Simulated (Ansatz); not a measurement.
## Refining one setting for Y2Ir (Fd-3m, 6 atoms in the cell)

```
CELL_PARAMETERS angstrom
      0.00000     4.75873     4.75873
      4.75873     0.00000     4.75873
      4.75873     4.75873     0.00000
ATOMIC_POSITIONS crystal
  Y  0.12500 0.12500 0.12500
  Y  0.62500 0.12500 0.12500
  Y  0.12500 0.62500 0.12500
  Y  0.12500 0.12500 0.62500
  Ir 0.75000 0.75000 0.75000
  Ir 0.50000 0.50000 0.50000
```

Level of theory: PBEsol, default PAW files made with PBE (plane waves; Ansatz, a quantum-chemistry and plane-wave program).

The starting cell was generated: these elements placed on a structure prototype, without a prior relaxation; it need not be a known phase or ordering of this composition. Spin polarisation is off. In the base run, with a pressure of about -13 GPa the cell is away from its equilibrium volume at this level. Ansatz's pressure includes its estimate of the finite-basis (Pulay) stress.

Held fixed: basis.ecutwfc = 420 eV; hamiltonian.xc = pbesol; hamiltonian.pseudopotentials = {kind: paw} (the program's default PAW files); scf.occupations.method = cold; scf.occupations.width = 0.1 eV.

ΔF is the free energy per atom less that of the last row (15 15 15).

The series runs over kpoints.mp_grid.grid = 1 1 1; 2 2 2; 3 3 3; 4 4 4; 5 5 5; 6 6 6; 7 7 7; 8 8 8; 10 10 10; 12 12 12; 15 15 15.

From which setting on does the pressure stay within 0.1 GPa of the last one?

From kpoints.mp_grid.grid = 4 4 4 on; the one before it is off by 0.40 GPa. The value it settles on is -13.05 GPa at this level of theory and with the other settings as held.

```tsv
kpoints.mp_grid.grid	ΔF (meV/atom)	pressure (GPa)	k-points	iterations
1 1 1	-236.7	-20.08	1	14
2 2 2	9.5	-13.02	3	8
3 3 3	26.8	-12.65	4	8
4 4 4	6.2	-13.06	8	7
5 5 5	-0.33	-13.02	10	7
6 6 6	1.86	-13.02	16	8
7 7 7	-0.14	-13.04	20	7
8 8 8	-0.05	-13.05	29	8
10 10 10	-0.03	-13.05	47	8
12 12 12	0.01	-13.05	72	8
15 15 15	0.00	-13.05	120	8
```

Keys are those of Ansatz 0.2.
